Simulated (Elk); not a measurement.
```xyz
2
Lattice="0.0000 2.8777 2.8777 2.8777 0.0000 2.8777 2.8777 2.8777 0.0000" Properties=species:S:1:pos:R:3 pbc="T T T"
Ga     0.0000     0.0000     0.0000
As     1.4388     1.4388     1.4388
```

Method: PBE, all-electron FP-LAPW, Elk's shipped species files, APW+lo basis with extra local orbitals (Elk 10.2.4).

The set-up and first iterations of an Elk log for GaAs (F-43m, 2 atoms in the cell):

```
│ Elk code version 10.2.4 │

All units are atomic (Hartree, Bohr, etc.)

│ Ground-state run starting from atomic densities │

Lattice vectors :
   0.000000000       5.438023295       5.438023295
   5.438023295       0.000000000       5.438023295
   5.438023295       5.438023295       0.000000000

Unit cell volume      :    321.6275086
Brillouin zone volume :   0.7712344461

Muffin-tin inner radius fraction :   0.1000000000E-01

Nuclei treated as point charges

Species :    1 (Ga)
 parameters loaded from : Ga.in
 name : gallium
 nuclear charge    :   -31.00000000
 electronic charge :    31.00000000
 atomic mass :    127097.2538
 muffin-tin radius :    2.329733160
 number of radial points in muffin-tin :    497
 atomic positions (lattice), magnetic fields (Cartesian) :
   1 :   0.00000000  0.00000000  0.00000000    0.00000000  0.00000000  0.00000000

Species :    2 (As)
 parameters loaded from : As.in
 name : arsenic
   [... lines left out ...]
 using average radius
Maximum |G+k| for APW functions       :    3.433869654
Maximum (1/2)|G+k|²                   :    5.895730401
Maximum |G| for potential and density :    14.00000000
 potential will be trimmed for |G| > 2 gkmax
Constant for pseudocharge density :    8
Radial integration step length :    4

G-vector grid sizes :     35    35    35
Number of G-vectors :    15009

Maximum angular momentum used for
 APW functions                      :    8
 outer part of muffin-tin           :    6
 inner part of muffin-tin           :    3

Total nuclear charge    :   -64.00000000
Total core charge       :    36.00000000
Total valence charge    :    28.00000000
Total excess charge     :    0.000000000
Total electronic charge :    64.00000000

Effective Wigner radius, rₛ :    1.062579748

Number of empty states         :    8
Total number of valence states :   22
Total number of core states    :   36

Conduction state local-orbitals added automatically
Total number of local-orbitals :  159

Exchange-correlation functional :     20     0     0
 Perdew-Burke-Ernzerhof, Phys. Rev. Lett. 77, 3865 (1996)
 gradient requirement :    1
 generalised gradient approximation (GGA)

Smearing type :    0
 Gaussian
Smearing width :   0.1837470000E-02
Effective electronic temperature (K) :    580.2271348

Mixing type :    3
 Broyden mixing, J. Phys. A: Math. Gen. 17, L317 (1984)

Kohn-Sham potential initialised from atomic data
│ Self-consistent loop started │
│ Loop number : 1 │
 total energy                :     -4210.46761235
│ Loop number : 2 │
 total energy                :     -4210.44537922
RMS change in Kohn-Sham potential (target) :   0.1542202821     (  0.3700000000E-09)
Absolute change in total energy (target)   :   0.2223313234E-01 (  0.3700000000E-07)
│ Loop number : 3 │
 total energy                :     -4210.23981956
RMS change in Kohn-Sham potential (target) :   0.1487481409     (  0.3700000000E-09)
Absolute change in total energy (target)   :   0.2111179430     (  0.3700000000E-07)
│ Loop number : 4 │
 total energy                :     -4207.57724144
RMS change in Kohn-Sham potential (target) :   0.6632056915E-01 (  0.3700000000E-09)
Absolute change in total energy (target)   :    2.715357610     (  0.3700000000E-07)
│ Loop number : 5 │
 total energy                :     -4206.08890361
RMS change in Kohn-Sham potential (target) :   0.2064751110E-01 (  0.3700000000E-09)
Absolute change in total energy (target)   :    2.167177225     (  0.3700000000E-07)
│ Loop number : 6 │
 total energy                :     -4205.58143250
RMS change in Kohn-Sham potential (target) :   0.5018841030E-02 (  0.3700000000E-09)
Absolute change in total energy (target)   :    1.049265417     (  0.3700000000E-07)
│ Loop number : 7 │
 total energy                :     -4205.41513099
RMS change in Kohn-Sham potential (target) :   0.2503305170E-03 (  0.3700000000E-09)
   [... lines left out ...]
```

Q: How does the run end?

A: The run ended unconverged after 100 iterations. It gives no final result for the task that was set. The log goes on:

```
 total energy                :     -4205.39759627
RMS change in Kohn-Sham potential (target) :   0.1428811765E-08 (  0.3700000000E-09)
   [... lines left out ...]
RMS change in Kohn-Sham potential (target) :   0.1429628427E-08 (  0.3700000000E-09)
Absolute change in total energy (target)   :   0.5375750334E-07 (  0.3700000000E-07)
│ Loop number : 98 │
 total energy                :     -4205.39759600
RMS change in Kohn-Sham potential (target) :   0.1391143998E-08 (  0.3700000000E-09)
Absolute change in total energy (target)   :   0.2462502380E-06 (  0.3700000000E-07)
│ Loop number : 99 │
 total energy                :     -4205.39759626
RMS change in Kohn-Sham potential (target) :   0.1435832094E-08 (  0.3700000000E-09)
Absolute change in total energy (target)   :   0.2022616172E-06 (  0.3700000000E-07)
│ Loop number : 100 │
Reached self-consistent loops maximum

Energies :
 Fermi                       :     0.161741966480
 total energy                :     -4205.39759628

Density of states at Fermi energy :    5.350595357
 (states/Hartree/unit cell)

Estimated indirect band gap :   0.3897369390E-02
 from k-point      1 to k-point      1
Estimated direct band gap   :   0.3897369390E-02
 at k-point      1

Charges :
 core                        :    36.00000000
 valence                     :    28.00000000
 interstitial                :    3.118563777
 muffin-tins (core leakage)
  species :    1 (Ga)
   atom    1                 :    29.53080023     (  0.1098208207E-02)
  species :    2 (As)
   atom    1                 :    31.35063599     (  0.2193803772E-03)
 total in muffin-tins        :    60.88143622
 total calculated charge     :    63.98462092
 total charge                :    64.00000000
 error                       :   0.1537908036E-01

│ Self-consistent loop stopped │
```

The starting cell comes from a database of computed structures (which also holds hypothetical and non-ambient phases and stackings), without a prior relaxation at this level. Its lattice was rescaled by a random factor within 2.5 % of one. Values depend on the basis (sphere radii, cutoffs, local orbitals), which need not be converged.

The run was DFT, PBE, all-electron FP-LAPW, Elk's shipped species files, APW+lo basis with extra local orbitals. Main settings of its input:

xctype: 20
rgkmax: 8
stype: 0
swidth: 0.00183747 Ha
ngridk: 5 5 5
gmaxvr: 14 1/bohr
nxlo: 2
lorbcnd: true
lmaxi: 3
epspot: 3.7e-10 Ha
epsengy: 3.7e-08 Ha
maxscl: 100
